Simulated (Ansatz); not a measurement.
The reference is MgB2 (space group I4/mmm, No. 139; a = 2.6829 Å, c = 8.3905 Å; a hypothetical phase, not in the database extracts checked).

(Cell as relaxed with PBE.)

Levels (all Ansatz, a program for electronic structure, PAW): PBE (420 eV, scalar-relativistic without spin-orbit coupling); PBEsol (420 eV, without spin-orbit coupling).

Each level relaxes its own structure.

```json
[
 {"base": "volume per atom", "PBE": "10.07 Å³", "PBEsol": "9.88 Å³"},
 {"base": "lattice parameter a", "PBE": "5.070 bohr", "PBEsol": "5.036 bohr"},
 {"base": "band gap", "PBE": "zero", "PBEsol": "zero"}
]
```

Now apply this change: hydrostatic tension (pressure −2 GPa).

```
quantity                              PBE  PBEsol
-----------------------------  ----------  ------
shortest interatomic distance  3.750 bohr       ?
c/a ratio                           3.128       ?
```

Problem. Given the PBE results, estimate those of PBEsol.

Solution. 
- shortest interatomic distance, PBEsol: 3.729 bohr
- c/a ratio, PBEsol: 3.133

PBE's shortest interatomic distance lies 0.021 bohr above PBEsol's (0.6 %); PBE's c/a ratio lies 0.005 below PBEsol's. Neither level is exact; PBEsol is the comparison here, not a measurement.

Load acts through the strain it causes; cell and atoms are relaxed under it. Whether these cells are dynamically stable was not tested. The final runs are not spin-polarised.
